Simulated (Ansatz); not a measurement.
Take Ga₂O₃ in the corundum structure (space group R-3c, No. 167) as the base.

```
Ga2O3
1.0
    2.49227     1.43891     4.48034
   -2.49227     1.43891     4.48034
    0.00000    -2.87783     4.48034
Ga O
4 6
Direct
  0.35541   0.35541   0.35541
  0.14459   0.14459   0.14459
  0.64459   0.64459   0.64459
  0.85541   0.85541   0.85541
  0.55361   0.94639   0.25000
  0.25000   0.55361   0.94639
  0.94639   0.25000   0.55361
  0.44639   0.05361   0.75000
  0.75000   0.44639   0.05361
  0.05361   0.75000   0.44639
```

Cartesian axes are those of the cell as printed.

Calculations: r2SCAN, PAW, 500 eV (Ansatz, a program for electronic structure; no spin-orbit coupling), earlier PAW set.

Strains are applied to the cell and any free atomic positions relax; under stress the whole cell relaxes.

One change was made to it. Results:

The smallest direct gap drops by 0.034 eV, from 3.82 eV to 3.78 eV; the band gap drops by 0.03 eV, from 3.57 eV to 3.54 eV; the energy rises by 7.2 meV/atom.

Question: What was done to the base?
A) tensor shear ε_xy = +0.74 %
B) tensor shear ε_yz = +2.61 %
C) uniaxial stress, 2 GPa tension along x
D) isotropic strain −1.21 %
E) strain tensor (xx, yy, zz, yz, xz, xy) = (−0.99, +0.22, −2.63, −0.15, +0.14, +0.08) %

Answer: B, tensor shear ε_yz = +2.61 %. For comparison, the energy relative to the base in the other runs: isotropic strain −1.21 % gives +9.7 meV/atom; strain tensor (xx, yy, zz, yz, xz, xy) = (−0.99, +0.22, −2.63, −0.15, +0.14, +0.08) % gives +11 meV/atom; tensor shear ε_xy = +0.74 % gives +0.7 meV/atom; uniaxial stress, 2 GPa tension along x gives +0.4 meV/atom.

Beyond what the load breaks, stability against distortions was not tested.
